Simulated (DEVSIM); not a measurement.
Device: illuminated Si p-on-n cell, one wavelength, with a back-surface field, at 400 K.

```
layer (left to right)  material  thickness (μm)  Nd (cm⁻³)  Na (cm⁻³)  τn (s)  τp (s)  absorption coefficient (cm⁻¹)
---------------------  --------  --------------  ---------  ---------  ------  ------  -----------------------------
1                            Si          0.0580          -       1e18  1.6e-6  2.8e-7                          45000
2                            Si             110     1.5e16          -  3.2e-6  3.2e-6                          45000
3                            Si           0.520     1.7e18          -  3.2e-6  3.2e-6                          45000
```

Left contact: ohmic, minority electron recombination velocity 2e6 cm/s. Right contact: ohmic, minority hole recombination velocity 4e5 cm/s. Voltage is applied to the left contact. Recombination: SRH at mid-gap, radiative, Auger. Light enters at the left, 2.9e16 photons cm⁻² s⁻¹, one pass, no reflection. Mobility is μmin + (μ − μmin)/(1 + (N/Nref)^α).

The device is made up for the run: typed textbook-type constants, with dimensions and the other settings drawn at random. Values at 300 K; Nc and Nv go as T^1.5, mobilities as T to minus their exponent, the gap by Varshni's rule with the affinity fixed.

```
parameter               Si
----------------  --------
gap (eV)             1.124
affinity (eV)         4.05
permittivity          11.7
Nc (cm⁻³)          2.86e19
Nv (cm⁻³)           3.1e19
μn (cm²/Vs)           1417
μp (cm²/Vs)            470
μn,min                  52
μp,min                  45
Nref,n              9.7e16
Nref,p              2.2e17
αn                    0.68
αp                    0.72
T exponent of μn       2.3
T exponent of μp       2.2
B (cm³/s)          4.7e-15
Cn (cm⁶/s)         2.8e-31
Cp (cm⁶/s)         9.9e-32
Varshni α (eV/K)  0.000473
Varshni β (K)          636
```

Simulated with DEVSIM: 1D drift-diffusion, Boltzmann statistics, complete ionisation; no tunnelling, impact ionisation, image-force lowering or self-heating.

Task: Give the current under light (generator sign).

Result: 
| V (V) | J (mA/cm²) |
|---|---|
| 0.00 | 4.30 |
| 0.02 | 4.30 |
| 0.04 | 4.29 |
| 0.06 | 4.28 |
| 0.08 | 4.26 |
| 0.10 | 4.23 |
| 0.12 | 4.17 |
| 0.14 | 4.06 |
| 0.16 | 3.87 |
| 0.18 | 3.52 |
| 0.20 | 2.92 |
| 0.22 | 1.83 |
| 0.24 | -0.100 |
